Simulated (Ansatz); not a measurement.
The starting structures come from a database of crystals and need not be the phases stable at ambient conditions.

Given:

```
CELL_PARAMETERS angstrom
      7.06858     0.00000     0.00000
      3.35202     6.99854     0.00000
      3.53429     0.00000     4.10867
ATOMIC_POSITIONS crystal
  Zn 0.00000 0.00000 0.50000
  Zn 0.50000 0.50000 0.50000
  H  0.86466 0.20409 0.10324
  H  0.13534 0.79591 0.89676
  H  0.03210 0.29591 0.10324
  H  0.96790 0.70409 0.89676
  Se 0.58732 0.75000 0.82536
  Se 0.41268 0.25000 0.17464
  O  0.68951 0.57912 0.59394
  O  0.31049 0.42088 0.40606
  O  0.71655 0.92088 0.59394
  O  0.28345 0.07912 0.40606
  O  0.25312 0.84504 0.05970
  O  0.74688 0.15496 0.94030
  O  0.68718 0.65496 0.05970
  O  0.31282 0.34504 0.94030
  O  0.12327 0.75000 0.75346
  O  0.87673 0.25000 0.24654
```

Space group of this cell: C2/c. The cell is taken as given; by r2SCAN its mean pressure is -6.7 GPa.

Transport runs along the normal of the first two printed cell vectors.

The gap is the functional's own, uncorrected, and κ follows it; spin-orbit coupling is left out. Mid-gap values are interpolated between the computed energies.

Task: Give the band gap and the smallest decay constant κ at mid-gap that r2SCAN run with Ansatz (a quantum-chemistry and plane-wave program) yields.

Result: Gap 3.31 eV on a 8×6×8 mesh; κ = 0.365 1/Å, at the zone centre.
